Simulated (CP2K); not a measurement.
**Variants of one calculation on Bi₂Te₃ (R-3m, 5 atoms in the cell)**

```xyz
5
Lattice="10.9426 0.0000 0.0000 10.0680 4.2865 0.0000 10.0680 2.0541 3.7623" Properties=species:S:1:pos:R:3 pbc="T T T"
Bi    18.7457     3.8245     2.2693
Bi    12.3329     2.5161     1.4930
Te    24.3406     4.9659     2.9466
Te     6.7381     1.3747     0.8157
Te     0.0000     0.0000     0.0000
```

Base run A: PBE, GPW, DZVP-MOLOPT-SR-GTH basis, GTH-PBE potentials (GTH_POTENTIALS) run with CP2K, self-consistent single point.

Its settings: CUTOFF = 400 Ry; REL_CUTOFF = 50 Ry; SMEAR/METHOD = FERMI_DIRAC; ELECTRONIC_TEMPERATURE = 232.09 K; KPOINTS/SCHEME = MONKHORST-PACK 5 5 5; XC_FUNCTIONAL = PBE; Bi/BASIS_SET = DZVP-MOLOPT-SR-GTH-q5; Bi/POTENTIAL = GTH-PBE-q5; Te/BASIS_SET = DZVP-MOLOPT-SR-GTH-q6; Te/POTENTIAL = GTH-PBE-q6; METHOD = GPW; EPS_DEFAULT = 1e-10; NGRIDS = 4; SCF_GUESS = ATOMIC; EPS_SCF = 1e-06; MAX_SCF = 100; ADDED_MOS = 6; MIXING/METHOD = BROYDEN_MIXING; MIXING/ALPHA = 0.4; MIXING/NBUFFER = 10.

The starting cell comes from a database of computed structures (which also holds hypothetical and non-ambient phases and stackings), without a prior relaxation at this level. Its lattice was rescaled by a random factor within 2.5 % of one. Spin-orbit coupling is off. Values carry the incompleteness of an atom-centred basis.

ΔF is the free energy per atom less that of run A. A dash stands where there is no value to compare (another energy zero or no entropy term, no result, no spin, no clean gap, or a mesh too coarse for one). Absolute energies have different zeros for different potentials, functionals, Hubbard and dispersion terms and are not compared across them.

```json
[
 {"run": "A", "change": "base", "ΔF (meV/atom)": "0.00", "pressure (GPa)": "2.72", "largest force (eV/Å)": "0.510", "gap on the mesh (eV)": "0.580", "k-points": "63"},
 {"run": "B", "change": "XC_FUNCTIONAL: PBE → GGA_X_WC + GGA_C_PBE [Wu-Cohen GGA]", "ΔF (meV/atom)": "–", "pressure (GPa)": "1.66", "largest force (eV/Å)": "0.579", "gap on the mesh (eV)": "0.519", "k-points": "63"},
 {"run": "C", "change": "ADDED_MOS: 6 → 32", "ΔF (meV/atom)": "0.00", "pressure (GPa)": "2.72", "largest force (eV/Å)": "0.510", "gap on the mesh (eV)": "0.580", "k-points": "63"},
 {"run": "D", "change": "lattice scaled by 1.03; CUTOFF: 400 Ry → 240 Ry", "ΔF (meV/atom)": "-10.7", "pressure (GPa)": "-1.34", "largest force (eV/Å)": "0.147", "gap on the mesh (eV)": "0.560", "k-points": "63"},
 {"run": "E", "change": "CUTOFF: 400 Ry → 360 Ry", "ΔF (meV/atom)": "0.00", "pressure (GPa)": "2.72", "largest force (eV/Å)": "0.510", "gap on the mesh (eV)": "0.580", "k-points": "63"},
 {"run": "F", "change": "KPOINTS/SCHEME: MONKHORST-PACK 5 5 5 → MONKHORST-PACK 6 6 6; GAMMA_CENTERED: default → T", "ΔF (meV/atom)": "1.39", "pressure (GPa)": "2.77", "largest force (eV/Å)": "0.517", "gap on the mesh (eV)": "0.579", "k-points": "112"},
 {"run": "G", "change": "MIXING/BETA: default → 1.5 1/bohr", "ΔF (meV/atom)": "0.00", "pressure (GPa)": "2.72", "largest force (eV/Å)": "0.510", "gap on the mesh (eV)": "0.580", "k-points": "63"},
 {"run": "H", "change": "XC_SMOOTH_RHO: default → NN10; XC_DERIV: default → SPLINE2_SMOOTH", "ΔF (meV/atom)": "56.8", "pressure (GPa)": "2.52", "largest force (eV/Å)": "0.525", "gap on the mesh (eV)": "0.575", "k-points": "63"}
]
```

Run B against A: The pressure goes from 2.72 to 1.66 GPa, the largest force goes from 0.510 to 0.579 eV/Å and the gap on the mesh goes from 0.580 to 0.519 eV.

Run G against A: The free energy is nearly the same (within 1 meV/atom), the pressure stays at 2.72 GPa, the largest force stays at 0.510 eV/Å and the gap on the mesh stays at 0.580 eV.
